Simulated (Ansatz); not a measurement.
System: B12SiC2 (model structure, R-3m, No. 166, 15 atoms in the cell). Method: r²SCAN in Ansatz (plane waves, PAW).

Run with plane-wave cutoff 560 eV, 8×8×8 k mesh, Fermi–Dirac smearing 0.01 eV, scalar-relativistic PAW data made under PBE.

Cell (relaxed with PBEsol):

```cif
data_C6B36Si3
_chemical_formula_sum 'B36 C6 Si3'
_space_group_name_H-M_alt 'R-3m :H'
_space_group_IT_number 166
_space_group_name_Hall '-R 3 2"'
_cell_length_a 5.62277
_cell_length_b 5.62277
_cell_length_c 12.60381
_cell_angle_alpha 90.000
_cell_angle_beta 90.000
_cell_angle_gamma 120.000
loop_
_atom_site_label
_atom_site_type_symbol
_atom_site_symmetry_multiplicity
_atom_site_Wyckoff_symbol
_atom_site_fract_x
_atom_site_fract_y
_atom_site_fract_z
_atom_site_occupancy
B1 B 18 h 0.16897 0.33795 0.02166 1
B2 B 18 h 0.21414 0.10707 0.11323 1
C1 C 6 c 0.00000 0.00000 0.36409 1
Si1 Si 3 b 0.00000 0.00000 0.50000 1
```
(The calculation used a cell of 15 atoms; values per cell refer to that cell.)

Task: Estimate the band gap, smallest direct gap on the k points sampled and direct gap at Γ that the calculation returns.

Result: 
band gap: 1.79 eV (indirect)
smallest direct gap on the k points sampled: 1.99 eV
direct gap at Γ: 5.35 eV

Note: the relaxation could raise the start's symmetry but not lower it, so the cell can be a saddle point; cell and atoms aren't relaxed at this level (largest force component 0.47 eV/Å, pressure 1.4 GPa).

The computed numbers hold no vibrational or temperature effects.

It cost around 80 core-seconds (rough) of CPU time.

A model structure was made by putting elements into a prototype or built by hand; it is no filed structure, need not be a known phase, and can be a saddle point held by its symmetry.

Ansatz is a quantum-chemistry and plane-wave program.
